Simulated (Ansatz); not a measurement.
# How the lattice constant a of Si₃N₄ (model structure, started from the spinel Si type, Fd-3m, No. 227, 14 atoms in the cell) moves with the method

No measured value is used here.

```csv
level (code),value (Å)
LDA (Ansatz),7.691
PBE (Ansatz),[?]
PBEsol (Ansatz),7.744
PBE-D3(BJ) (Ansatz),7.735
r²SCAN (Ansatz),7.730
r²SCAN+rVV10 (Ansatz),[?]
```

**Question.** Complete the blanks.

**Answer.** 
- PBE (Ansatz, an electronic-structure program), value (Å): 7.789
- r²SCAN+rVV10 (Ansatz), value (Å): 7.723

Cutoffs differ between the levels. Ansatz's density-functional and Hartree–Fock values are scalar-relativistic unless marked +SOC, with PAW data made under PBE.

A model structure was made by putting elements into a prototype or built by hand; it is no filed structure, need not be a known phase, and can be a saddle point held by its symmetry.
